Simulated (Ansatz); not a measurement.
Tl2O (within 0.1 Å of R-3m, No. 166, 6 atoms in the cell; start mp-551470), treated with PBEsol in Ansatz (PAW).

Run with plane-wave cutoff 500 eV, 14×14×4 k mesh (along the axes of the cell as run), gaussian smearing 0.02 eV, scalar-relativistic PAW data made under PBE.

Cell (relaxed at this level):

```cif
data_O6Tl12
_chemical_formula_sum 'Tl12 O6'
_space_group_name_H-M_alt 'R-3m :H'
_space_group_IT_number 166
_space_group_name_Hall '-R 3 2"'
_cell_length_a 3.51078
_cell_length_b 3.51078
_cell_length_c 37.65530
_cell_angle_alpha 90.000
_cell_angle_beta 90.000
_cell_angle_gamma 120.000
loop_
_atom_site_label
_atom_site_type_symbol
_atom_site_symmetry_multiplicity
_atom_site_Wyckoff_symbol
_atom_site_fract_x
_atom_site_fract_y
_atom_site_fract_z
_atom_site_occupancy
Tl1 Tl 6 c 0.00000 0.00000 0.37718 1
Tl2 Tl 6 c 0.00000 0.00000 0.20988 1
O1 O 6 c 0.00000 0.00000 0.08346 1
```
(The calculation used a cell of 6 atoms; values per cell refer to that cell.)

Q: Estimate the band gap that the calculation returns.

A: 
- band gap = 0.38 eV (on the SCF k mesh)

Note: the cell has widely spaced layers and the level no dispersion term, so their spacing and the moduli can rest on weak binding.

Spin–orbit coupling is not included; with these elements it can move the gap by several tenths of an eV or more.

The computed numbers hold no vibrational or temperature effects.

It cost about 11 core-minutes (a rough figure) of CPU time.

A start named mp-… is a Materials Project structure, which need not be a measured phase.

Ansatz is a program for electronic structure.
